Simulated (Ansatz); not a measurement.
Start from KTaO₃ in the cubic perovskite structure (space group Pm-3m, No. 221; a = 4.0244 Å).

Now apply this change: a hydrostatic pressure of 9 GPa.

Levels (all Ansatz, a quantum-chemistry and plane-wave program, PAW): PBE (420 eV, no spin-orbit coupling); HSE06 (420 eV, spin-orbit coupling left out).

The geometry is relaxed with PBE.

| Item | Result |
|---|---|
| PBE lowest conduction level above the VBM at special points | Γ 2.26 eV; X 2.43 eV; M 5.21 eV |

With HSE06 at the same geometry, the lowest conduction level above the VBM at special points changes from Γ 2.26 eV; X 2.43 eV; M 5.21 eV to Γ 3.63 eV; X 3.80 eV; M 6.80 eV.

Single points use the geometry relaxed with PBE. HSE06 gaps are upper bounds (no full band path). The levels and masses belong to the bands next to the band gap. Load acts through the strain it causes; cell and atoms are relaxed under it. Stability against distortions was not tested. No other phases were tried under pressure.
